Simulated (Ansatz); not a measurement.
The parent structure is SiC (space group P6_3mc, No. 186).

```yaml
crystal:
  lattice:
    - [3.05845, 0.00000, 0.00000]
    - [-1.52923, 2.64870, 0.00000]
    - [0.00000, 0.00000, 10.01200]
  atoms:
    - { symbol: Si, position: [0.00000, 0.00000, 0.50031] }
    - { symbol: Si, position: [0.00000, 0.00000, 0.00031] }
    - { symbol: Si, position: [0.33333, 0.66667, 0.25025] }
    - { symbol: Si, position: [0.66667, 0.33333, 0.75025] }
    - { symbol: C, position: [0.00000, 0.00000, 0.31286] }
    - { symbol: C, position: [0.00000, 0.00000, 0.81286] }
    - { symbol: C, position: [0.33333, 0.66667, 0.06221] }
    - { symbol: C, position: [0.66667, 0.33333, 0.56221] }
```

Computed with Kohn–Sham DFT with the LDA functional, run in Ansatz (a program for electronic structure) with PAW and 420 eV plane waves, spin-orbit coupling left out.

For the base:

- Pressure: 0.00 GPa

One thing is altered: the cell is scaled by 0.9925 in all directions, atoms relaxed at fixed cell.

Task: Predict the new energy relative to the base.

Result: The energy increases by 3.8 meV/atom.

Task: Estimate the effect on the pressure.

Result: The pressure (mean of the normal stresses, compression positive) goes from zero to 5.43 GPa.

The cells carry an imposed strain or load. No phonon test of stability was made.
